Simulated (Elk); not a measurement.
Band structure of Ca3GeN (Pm-3m, 5 atoms in the cell).

```xyz
5
Lattice="4.8042 0.0000 0.0000 0.0000 4.8042 0.0000 0.0000 0.0000 4.8042" Properties=species:S:1:pos:R:3 pbc="T T T"
Ca     2.4021     0.0000     2.4021
Ca     0.0000     2.4021     2.4021
Ca     2.4021     2.4021     0.0000
Ge     0.0000     0.0000     0.0000
N      2.4021     2.4021     2.4021
```

Computed with LDA (PW92), all-electron FP-LAPW, Elk's shipped species files, APW+lo basis with extra local orbitals run with Elk.

Settings: xctype = 3; rgkmax = 7.5; stype = 3; swidth = 0.00367493 Ha; ngridk = 7 7 7; gmaxvr = 18 1/bohr; lmaxapw = 10; lmaxo = 8; nxlo = 2; lorbcnd = true; lradstp = 2; nrmtscf = 2; lmaxi = 4.

The starting cell comes from a database of computed structures (which also holds hypothetical and non-ambient phases and stackings), without a prior relaxation at this level. Values depend on the basis (sphere radii, cutoffs, local orbitals), which need not be converged. The run gives no clean gap (levels at the Fermi energy touch, overlap or are partly filled at this smearing), which alone does not show that the compound is a metal.

Levels in eV from the Fermi level, bands 22 to 29:
```json
[
 {"point": "Γ", "22": "-0.74", "23": "1.06", "24": "1.06", "25": "1.06", "26": "1.11", "27": "1.11", "28": "2.05", "29": "2.05"},
 {"point": "X", "22": "-0.81", "23": "-0.81", "24": "0.00", "25": "0.00", "26": "2.21", "27": "2.58", "28": "3.03", "29": "3.64"},
 {"point": "M", "22": "-1.06", "23": "-0.76", "24": "-0.76", "25": "-0.14", "26": "2.95", "27": "3.35", "28": "3.35", "29": "3.65"},
 {"point": "R", "22": "-2.42", "23": "-0.67", "24": "-0.67", "25": "-0.67", "26": "2.69", "27": "2.69", "28": "2.69", "29": "3.96"}
]
```

Bands cross the Fermi level along this path, so the cell is metallic at this level.
